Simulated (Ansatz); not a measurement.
## GaP: uniaxial strain ε_zz = +3.92 %

Take GaP in the zinc blende structure (space group F-43m, No. 216; a = 5.452 Å) as the base. Axes: x, y, z lie along the cube axes.

Modification: uniaxial strain ε_zz = +3.92 %, all other strain components held at zero; the atoms relax in the strained cell.

Computed with r2SCAN (Ansatz, a first-principles code), no SOC, earlier PAW set. k-mesh 10×10×10 (Γ-centred); smearing 0.05 eV (Fermi–Dirac).

- Volume per atom: 21.05 Å³ (base 20.25 Å³)
- Shortest interatomic distance: 239.2 pm (base 236.1 pm)
- Energy relative to the base (free energy F): +13 meV/atom
- Pressure (mean of the normal stresses, compression positive): -3.12 GPa (base 0.00 GPa)
- Band gap: 1.72 eV (base 1.85 eV)
- Gap character: indirect, Γ → Γ–X (87 % along)
- Smallest direct gap: 1.93 eV (base 2.36 eV)
- Electron mass: 0.94 mₑ along k, 0.23 mₑ across (off the special points) (base 1.1 mₑ along k, 0.23 mₑ across (off the special points))
- Valence-band top at Γ (three highest levels, from the VBM): 0.00, 0.00, -0.24 eV (base 0.00, 0.00, 0.00 eV)
- Valley order (the lowest conduction-band minima on the path, energy above the VBM, named in the base's zone): a point along [010], about 1.0 Å⁻¹ from Γ 1.72 eV; L along [111] 1.81 eV; Γ 1.93 eV; a point along [001], about 1.0 Å⁻¹ from Γ 2.06 eV (base a point along ⟨100⟩, about 1.0 Å⁻¹ from Γ 1.85 eV; L along ⟨111⟩ 2.04 eV; Γ 2.36 eV)
- Stress (xx, yy, zz, yz, xz, xy; compression positive): (-2.02, -2.02, -5.33, 0.00, 0.00, 0.00) GPa

Effective masses come from finite differences of ±0.01 Å⁻¹. Along k means along the line from Γ to the band edge. Stability against distortions was not tested. k-point labels follow each cell's own Brillouin zone.
